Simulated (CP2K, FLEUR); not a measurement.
A CP2K input for a self-consistent single point of LaAl2BRu2 (P4/mmm, 6 atoms in the cell) (DFT PBEsol, GPW, DZVP-MOLOPT-SR-GTH basis, GTH-PBE potentials (GTH_POTENTIALS)):

```
&GLOBAL
  PROJECT scf
  RUN_TYPE ENERGY_FORCE
  PRINT_LEVEL LOW
&END GLOBAL
&FORCE_EVAL
  METHOD Quickstep
  STRESS_TENSOR ANALYTICAL
  &DFT
    BASIS_SET_FILE_NAME BASIS_MOLOPT
    BASIS_SET_FILE_NAME BASIS_MOLOPT_UCL
    POTENTIAL_FILE_NAME GTH_POTENTIALS
    &QS
      METHOD GPW
      EPS_DEFAULT 1E-11
    &END QS
    &MGRID
      CUTOFF 500
      REL_CUTOFF 50
      NGRIDS 5
    &END MGRID
    &SCF
      SCF_GUESS ATOMIC
      EPS_SCF 1E-6
      MAX_SCF 100
      ADDED_MOS 9
      &DIAGONALIZATION
        ALGORITHM STANDARD
      &END DIAGONALIZATION
      &MIXING
        METHOD BROYDEN_MIXING
        ALPHA 0.3
        NBUFFER 10
      &END MIXING
      &SMEAR ON
        METHOD GAUSSIAN
        SIGMA [eV] 0.05
      &END SMEAR
    &END SCF
    &KPOINTS
      SCHEME MONKHORST-PACK 5 5 4
      GAMMA_CENTERED T
    &END KPOINTS
    &XC
      &XC_FUNCTIONAL
        &PBE
          PARAMETRIZATION PBESOL
        &END PBE
      &END XC_FUNCTIONAL
    &END XC
    &PRINT
      &MO
        EIGENVALUES T
        OCCUPATION_NUMBERS T
        NDIGITS 8
        FILENAME mo
        &EACH
          QS_SCF 0
        &END EACH
        ADD_LAST NUMERIC
      &END MO
      &MULLIKEN OFF
      &END MULLIKEN
    &END PRINT
  &END DFT
  &SUBSYS
    &CELL
      A 4.14476300 0.00000000 0.00000000
      B 0.00000000 4.14476300 0.00000000
      C 0.00000000 0.00000000 5.56632200
      PERIODIC XYZ
    &END CELL
    &COORD
      SCALED
      La       0.00000000     0.00000000     0.50000000
      Al       0.50000000     0.50000000     0.74577000
      Al       0.50000000     0.50000000     0.25423000
      B        0.00000000     0.00000000     0.00000000
      Ru       0.50000000     0.00000000     0.00000000
      Ru       0.00000000     0.50000000     0.00000000
    &END COORD
    &KIND La
      BASIS_SET DZVP-MOLOPT-SR-GTH
      POTENTIAL GTH-PBE-q11
    &END KIND
    &KIND Al
      BASIS_SET DZVP-MOLOPT-SR-GTH
      POTENTIAL GTH-PBE-q3
    &END KIND
    &KIND B
      BASIS_SET DZVP-MOLOPT-SR-GTH
      POTENTIAL GTH-PBE-q3
    &END KIND
    &KIND Ru
      BASIS_SET DZVP-MOLOPT-SR-GTH
      POTENTIAL GTH-PBE-q16
    &END KIND
  &END SUBSYS
  &PRINT
    &FORCES ON
    &END FORCES
    &STRESS_TENSOR ON
    &END STRESS_TENSOR
  &END PRINT
&END FORCE_EVAL
```

Question: Write the same calculation as an input for FLEUR.

Answer: One input that does it (others would too):

Input of the input generator:

```
scf LaAl2BRu2
&input film=f /
7.8324669215 0.0000000000 0.0000000000
0.0000000000 7.8324669215 0.0000000000
0.0000000000 0.0000000000 10.5188241015
1.0
1.0 1.0 1.0

6
57 0.0000000000 0.0000000000 0.5000000000
13 0.5000000000 0.5000000000 0.7457700000
13 0.5000000000 0.5000000000 0.2542300000
5 0.0000000000 0.0000000000 0.0000000000
44 0.5000000000 0.0000000000 0.0000000000
44 0.0000000000 0.5000000000 0.0000000000

&comp jspins=1 /
&exco xctyp='PBEs' /
&kpt div1=5 div2=5 div3=4 gamma=t /
&end /
```

```xml
<?xml version="1.0" encoding="UTF-8" standalone="no"?>
<fleurInput fleurInputVersion="0.39">
   <comment>
      scf LaAl2BRu2                                                                                       
   </comment>
   <calculationSetup>
      <cutoffs Kmax="4.6" Gmax="18.4" GmaxXC="18.4" numbands="0"/>
      <scfLoop itmax="80" minDistance="0.00001" maxIterBroyd="40" imix="Anderson" alpha="0.05" precondParam="0.0" spinf="2.0"/>
      <coreElectrons ctail="T" frcor="F" kcrel="0" coretail_lmax="0"/>
      <xcFunctional name="PBEs" relativisticCorrections="F"/>
      <magnetism jspins="1"/>
      <soc l_soc="F" theta="0.0" phi="0.0" spav="F"/>
      <expertModes spex="0" secvar="F"/>
      <geometryOptimization l_f="T" forcealpha="1.0" forcemix="BFGS" epsdisp="0.00001" epsforce="0.00001"/>
      <ldaU l_linMix="F" mixParam="0.05" spinf="1.0"/>
   </calculationSetup>
   <cell>
      <bzIntegration valenceElectrons="48.0" mode="gauss" fermiSmearingEnergy="0.00183747">
         <kPointListSelection listName="default-1"/>
         <!-- k-points included here -->
         <xi:include xmlns:xi="http://www.w3.org/2001/XInclude" href="kpts.xml"> </xi:include>
      </bzIntegration>
      <!-- symmetry operations included here -->
      <xi:include xmlns:xi="http://www.w3.org/2001/XInclude" href="sym.xml"> </xi:include>
      <bulkLattice scale="1.0">
         <bravaisMatrix>
            <row-1>    7.8324669215000000     0.0000000000000000     0.0000000000000000</row-1>
            <row-2>    0.0000000000000000     7.8324669215000000     0.0000000000000000</row-2>
            <row-3>    0.0000000000000000     0.0000000000000000    10.5188241014999999</row-3>
         </bravaisMatrix>
      </bulkLattice>
   </cell>
   <atomSpecies>
      <species name="Lanthanum (La)" element="La" atomicNumber="57">
         <mtSphere radius="2.63" gridPoints="925" logIncrement="0.014"/>
         <atomicCutoffs lmax="10" lnonsphr="8"/>
         <electronConfig flipSpins="F">
            <coreConfig>(1s1/2) (2s1/2) (2p1/2) (2p3/2) (3s1/2) (3p1/2) (3p3/2) (4s1/2) (3d3/2) (3d5/2) (4p1/2) (4p3/2) (4d3/2) (4d5/2)</coreConfig>
            <valenceConfig>(5s1/2) (5p1/2) (5p3/2) (6s1/2) (5d3/2) (5d5/2)</valenceConfig>
            <stateOccupation state="(5d3/2)" spinUp="0.2" spinDown="0.2"/>
            <stateOccupation state="(5d5/2)" spinUp="0.3" spinDown="0.3"/>
         </electronConfig>
         <energyParameters s="6" p="6" d="5" f="4"/>
         <lo type="SCLO" l="0" n="5" eDeriv="0"/>
         <lo type="SCLO" l="1" n="5" eDeriv="0"/>
      </species>
      <species name="Aluminum (Al)" element="Al" atomicNumber="13">
         <mtSphere radius="2.09" gridPoints="737" logIncrement="0.016"/>
         <atomicCutoffs lmax="8" lnonsphr="6"/>
         <electronConfig flipSpins="F">
            <coreConfig>(1s1/2) (2s1/2) (2p1/2) (2p3/2)</coreConfig>
            <valenceConfig>(3s1/2) (3p1/2) (3p3/2)</valenceConfig>
            <stateOccupation state="(3p1/2)" spinUp="0.1666666666667" spinDown="0.1666666666667"/>
            <stateOccupation state="(3p3/2)" spinUp="0.3333333333333" spinDown="0.3333333333333"/>
         </electronConfig>
         <energyParameters s="3" p="3" d="3" f="4"/>
      </species>
      <species name="Boron (B)" element="B" atomicNumber="5">
         <mtSphere radius="1.32" gridPoints="467" logIncrement="0.022"/>
         <atomicCutoffs lmax="6" lnonsphr="4"/>
         <electronConfig flipSpins="F">
            <coreConfig>(1s1/2)</coreConfig>
            <valenceConfig>(2s1/2) (2p1/2) (2p3/2)</valenceConfig>
            <stateOccupation state="(2p1/2)" spinUp="0.1666666666667" spinDown="0.1666666666667"/>
            <stateOccupation state="(2p3/2)" spinUp="0.3333333333333" spinDown="0.3333333333333"/>
         </electronConfig>
         <energyParameters s="2" p="2" d="3" f="4"/>
      </species>
      <species name="Ruthenium (Ru)" element="Ru" atomicNumber="44">
         <mtSphere radius="2.34" gridPoints="823" logIncrement="0.016"/>
         <atomicCutoffs lmax="10" lnonsphr="8"/>
         <electronConfig flipSpins="F">
            <coreConfig>(1s1/2) (2s1/2) (2p1/2) (2p3/2) (3s1/2) (3p1/2) (3p3/2) (4s1/2) (3d3/2) (3d5/2)</coreConfig>
            <valenceConfig>(4p1/2) (4p3/2) (5s1/2) (4d3/2) (4d5/2)</valenceConfig>
            <stateOccupation state="(5s1/2)" spinUp="0.5" spinDown="0.5"/>
            <stateOccupation state="(4d3/2)" spinUp="1.4" spinDown="1.4"/>
            <stateOccupation state="(4d5/2)" spinUp="2.1" spinDown="2.1"/>
         </electronConfig>
         <energyParameters s="5" p="5" d="4" f="4"/>
         <lo type="SCLO" l="1" n="4" eDeriv="0"/>
      </species>
   </atomSpecies>
   <atomGroups>
      <atomGroup species="Lanthanum (La)">
         <relPos label="                   1">.0000000000 .0000000000 1.000/2.000</relPos>
         <force calculate="T" relaxXYZ="TTT"/>
      </atomGroup>
      <atomGroup species="Aluminum (Al)">
         <relPos label="                   2">1.000/2.000 1.000/2.000 -.2542300000</relPos>
         <relPos label="                   3">1.000/2.000 1.000/2.000 .2542300000</relPos>
         <force calculate="T" relaxXYZ="TTT"/>
      </atomGroup>
      <atomGroup species="Boron (B)">
         <relPos label="                   4">.0000000000 .0000000000 .0000000000</relPos>
         <force calculate="T" relaxXYZ="TTT"/>
      </atomGroup>
      <atomGroup species="Ruthenium (Ru)">
         <relPos label="                   5">1.000/2.000 .0000000000 .0000000000</relPos>
         <relPos label="                   6">.0000000000 1.000/2.000 .0000000000</relPos>
         <force calculate="T" relaxXYZ="TTT"/>
      </atomGroup>
   </atomGroups>
   <output dos="F" band="F" slice="F">
      <checks vchk="F" cdinf="F"/>
      <bandDOS minEnergy="-.5*Htr" maxEnergy="0.5*Htr" sigma="0.015" storeEVData="T"/>
      <vacuumDOS vacdos="F" integ="F" star="F" nstars="0" locx1="0.0" locy1="0.0" locx2="0.0" locy2="0.0" nstm="0" tworkf="0.0"/>
      <unfoldingBand unfoldBand="F" supercellX="1" supercellY="1" supercellZ="1"/>
      <plotting iplot="0" polar="F">
         <plot TwoD="T" vec1="  1.0  0.0  0.0" vec2="  0.0  1.0  0.0" vec3="  0.0  0.0  1.0" zero="  0.0  0.0  0.0" file="plot"/>
      </plotting>
      <chargeDensitySlicing numkpt="0" minEigenval="0.0" maxEigenval="0.0" nnne="0" pallst="F"/>
      <specialOutput eonly="F"/>
      <magneticCircularDichroism mcd="F" energyLo="-10.0" energyUp="0.0"/>
   </output>
  <!-- We include the file relax.xml here to enable relaxations (see documentation) -->
  <xi:include xmlns:xi="http://www.w3.org/2001/XInclude" href="relax.xml"> <xi:fallback/> </xi:include>
</fleurInput>
```

Basis, cutoffs, solver keys and any potentials are the target program's own. This input uses DFT, PBEsol, all-electron FLAPW (FLEUR), scalar-relativistic valence.

The starting cell comes from a database of computed structures (which also holds hypothetical and non-ambient phases and stackings), without a prior relaxation at this level. For this run, on top of that: lattice scaled by 0.98.
